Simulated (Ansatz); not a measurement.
System: CsCl-type AlIr (cell taken from a computed entry). Method: r²SCAN (PAW; Ansatz, a quantum-chemistry and plane-wave program).

Numerical settings: plane-wave cutoff 560 eV, 18×18×18 k mesh, Fermi–Dirac smearing 0.05 eV, no spin polarisation, scalar-relativistic PAW data made under PBE.

Cell (relaxed at this level):

```xyz
2
Lattice="2.9926 0.0000 0.0000 0.0000 2.9926 0.0000 0.0000 0.0000 2.9926" Properties=species:S:1:pos:R:3 pbc="T T T"
Al     0.0000     0.0000     0.0000
Ir     1.4963     1.4963     1.4963
```

### Question
What does this level give for the bulk modulus?

### Answer

- bulk modulus = 252 GPa

The run finds no gap.

Note: the bulk modulus is −V dP/dV from two relaxed cells at ±2 % in volume; the relaxation could not lower the start's symmetry, so the cell can be a saddle point above a distorted one.

Spin–orbit coupling is not included.

The computed numbers hold no vibrational or temperature effects.

Cost on a shared machine: about 50 core-seconds (a rough figure).
